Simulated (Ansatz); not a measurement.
**What isotropic strain +2.00 % does to GaSb**

The parent structure is GaSb in the zinc blende structure (space group F-43m, No. 216; a = 6.0488 Å).

It is then changed as follows: the cell is scaled by 1.0200 in all directions; the atoms relax in the strained cell.

The values are results of LDA in Ansatz (plane waves to 420 eV, PAW, spin-orbit coupling left out), not measurements. k-mesh 13×13×13 (Γ-centred); smearing 0.05 eV (Fermi–Dirac).

```csv
quantity,base,changed,shift
space group,F-43m (No. 216),F-43m (No. 216),–
shortest interatomic distance,4.950 bohr,5.049 bohr,+0.099 bohr
energy relative to the base (free energy F),0 meV/atom,+16 meV/atom,+16 meV/atom
pressure,0.0 GPa,-2.9 GPa,-2.9 GPa
band gap (uncertain: the Fermi level lies in a band; the base alone),0.07 eV,zero,–
```

Final structure:

```xyz
2
Lattice="0.0000 3.0849 3.0849 3.0849 0.0000 3.0849 3.0849 3.0849 0.0000" Properties=species:S:1:pos:R:3 pbc="T T T"
Ga     0.0000     0.0000     0.0000
Sb     1.5424     1.5424     1.5424
```

With Sb present, leaving out spin-orbit coupling can change the band edges. No phonon test of stability was made. All final runs are without spin polarisation. The zero or small gap of GaSb can change with the level of theory.

Ansatz is an electronic-structure program.
